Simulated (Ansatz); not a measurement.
An Ansatz (a quantum-chemistry and plane-wave program) input (PBEsol, PAW, 420 eV (Ansatz; spin-orbit coupling left out), earlier PAW set):

Ansatz 0.2 input:
```yaml
crystal:
  lattice:
    - [2.6919580704, 0, 0]
    - [1.3459790352, 2.3313040749, 0]
    - [0, 0, 27.7378898598]
  atoms:
    - { symbol: Ru, position: [0.6666666667, 0.6666666667, 0.2703882681] }
    - { symbol: Ru, position: [0.3333333333, 0.3333333333, 0.3469255121] }
    - { symbol: Ru, position: [0.6666666667, 0.6666666667, 0.423462756] }
    - { symbol: Ru, position: [0.3333333333, 0.3333333333, 0.5] }
    - { symbol: Ru, position: [0.6666666667, 0.6666666667, 0.576537244] }
    - { symbol: Ru, position: [0.3333333333, 0.3333333333, 0.6530744879] }
    - { symbol: Ru, position: [0.6666666667, 0.6666666667, 0.7296117319] }
basis: { ecutwfc: 420, ecutrho_ratio: 4, xc_grid: 2, fft_grid_basis: typed }
kpoints: { mp_grid: { grid: [20, 20, 1] } }
hamiltonian:
  xc: pbesol
  dispersion: none
  pseudopotentials: { azcp: { folder: ./paw }, kind: paw }
scf: { occupations: { method: fermi_dirac, width: 0.05 }, convergence: { dr2_threshold: 0.0000000007 } }
relax: { f_tol: 0.01, max_steps: 50 }
output: { forces: true, stress: true }
checkpoint: { write: state.ck, write_every: 1000 }
```

**Question.** Which symmetry and how many k-points will the program report, and about how many plane waves at Γ?

**Answer.** Space group P-6m2 (ITA 187) with 12 operations, k-points 44 of 400, and 3459 plane waves at Γ.

Whether these cells are dynamically stable was not tested. The final runs are not spin-polarised. The cell was made from Ru in the hcp (Mg type) structure (space group P6_3/mmc, No. 194) by this change: a free-standing slab of 7 layers (7 atoms, 1 a layer) is cut normal to the z axis, with 15 Å of vacuum and the in-plane cell held at bulk.
